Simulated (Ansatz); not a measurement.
Start from CdS in the zinc blende structure (space group F-43m, No. 216).

```xyz
2
Lattice="0.0000 2.9388 2.9388 2.9388 0.0000 2.9388 2.9388 2.9388 0.0000" Properties=species:S:1:pos:R:3 pbc="T T T"
Cd     0.0000     0.0000     0.0000
S      1.4694     1.4694     1.4694
```

Cartesian axes are those of the cell as printed.

All numbers come from Ansatz (a program for electronic structure), r2SCAN, PAW, cutoff 500 eV, no SOC.

Strains are applied to the cell and any free atomic positions relax; under biaxial strain the out-of-plane vector relaxes too.

One change was made to it. Results:

The band gap decreases by 0.16 eV (1.54 eV → 1.38 eV); the pressure (mean of the normal stresses, compression positive) shrinks by 0.833 GPa (0.01 GPa → -0.83 GPa).

**Question.** What was done to the base?
(A) biaxial strain +1.00 %, plane normal [001], relaxed out of plane
(B) biaxial strain +0.50 %, plane normal [001], relaxed out of plane
(C) biaxial strain +1.50 %, plane normal [001], relaxed out of plane
(D) biaxial strain +3.00 %, plane normal [001], relaxed out of plane
(E) biaxial strain +2.00 %, plane normal [001], relaxed out of plane

**Answer.** D, biaxial strain +3.00 %, plane normal [001], relaxed out of plane. For comparison, the band gap in the other runs: biaxial strain +1.50 %, plane normal [001], relaxed out of plane gives 1.46 eV; biaxial strain +1.00 %, plane normal [001], relaxed out of plane gives 1.48 eV; biaxial strain +0.50 %, plane normal [001], relaxed out of plane gives 1.51 eV; biaxial strain +2.00 %, plane normal [001], relaxed out of plane gives 1.43 eV.

Whether these cells are dynamically stable was not tested.
